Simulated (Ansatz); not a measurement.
Pressure series in hypothetical zinc blende NaCl

Consider NaCl in the zinc blende structure (space group F-43m, No. 216; a hypothetical phase, not in the database extracts checked).

Space group F-43m (No. 216); a = 6.2539 Å, b = 6.2539 Å, c = 6.2539 Å, α = 90.00°, β = 90.00°, γ = 90.00°

| atom | site | symmetry | x | y | z |
|---|---|---|---|---|---|
| Cl | 4c | -43m | 0.2500 | 0.2500 | 0.2500 |
| Na | 4a | -43m | 0.0000 | 0.0000 | 0.0000 |
(The calculation used a cell of 2 atoms; values per cell refer to that cell.)

Cell and atoms are relaxed at each pressure.

Calculations: Ansatz (a program for electronic structure), PBE, PAW, cutoff 420 eV, no spin-orbit coupling.

| change | electron mass | band gap | volume per atom |
|---|---|---|---|
| base | 0.49 mₑ (at Γ) | 4.85 eV | 30.57 Å³ |
| pressure −2 GPa | 0.52 mₑ (at Γ) | 4.46 eV | 36.48 Å³ |
| pressure −1 GPa | 0.50 mₑ (at Γ) | 4.69 eV | 32.79 Å³ |
| pressure 0.9 GPa | 0.48 mₑ (at Γ) | 4.97 eV | 29.14 Å³ |
| pressure 2.1 GPa | 0.47 mₑ (at Γ) | 5.09 eV | 27.66 Å³ |
| pressure 4.5 GPa | 0.46 mₑ (at Γ) | 5.30 eV | 25.56 Å³ |
| pressure 9 GPa | 0.44 mₑ (at Γ) | 5.59 eV | 23.04 Å³ |
| pressure 15 GPa | 0.43 mₑ (at Γ) | 5.89 eV | 20.92 Å³ |
| pressure 22.5 GPa | 0.43 mₑ (at Γ) | 6.18 eV | 19.17 Å³ |
| pressure 30 GPa | 0.42 mₑ (at Γ) | 6.42 eV | 17.91 Å³ |

Load acts through the strain it causes; cell and atoms are relaxed under it. Effective masses come from finite differences of ±0.01 Å⁻¹. No phonon test of stability was made. No other phases were tried under pressure.
